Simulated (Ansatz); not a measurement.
Consider BaTiO$_{3}$ in the cubic perovskite structure (space group Pm-3m, No. 221; a = 3.9699 Å). Axes: x, y, z lie along the cube axes.

The values are results of DFT with PBEsol, PAW potentials and a 420 eV plane-wave cutoff in Ansatz (a quantum-chemistry and plane-wave program), no spin-orbit coupling, not measurements.

Strains are applied to the cell and any free atomic positions relax; under biaxial strain the out-of-plane vector relaxes too.

One change was made to it. Results:

| quantity | base | after |
|---|---|---|
| electron mass | – | 0.68 mₑ out of plane, 0.53 mₑ in plane (at Γ) |
| band gap | 1.82 eV | 1.64 eV |
| shortest interatomic distance | 1.985 Å | 2.005 Å |
| energy relative to the base (free energy F) | 0 meV/atom | +12 meV/atom |

**Question.** Which change produced these results?
(A) biaxial strain +2.00 %, plane normal [111], relaxed out of plane
(B) biaxial strain +1.50 %, plane normal [111], relaxed out of plane
(C) biaxial strain +0.50 %, plane normal [111], relaxed out of plane

**Answer.** A, biaxial strain +2.00 %, plane normal [111], relaxed out of plane. For comparison, the band gap in the other runs: biaxial strain +1.50 %, plane normal [111], relaxed out of plane gives 1.69 eV; biaxial strain +0.50 %, plane normal [111], relaxed out of plane gives 1.77 eV.

Masses are band curvatures over ±0.01 Å⁻¹ around the edge. Whether these cells are dynamically stable was not tested. The final runs are not spin-polarised. Many cubic perovskites are stable only at high temperature; tilts and polar distortions were not tested. This is not the structure that BaTiO3 has at room temperature and ambient pressure.
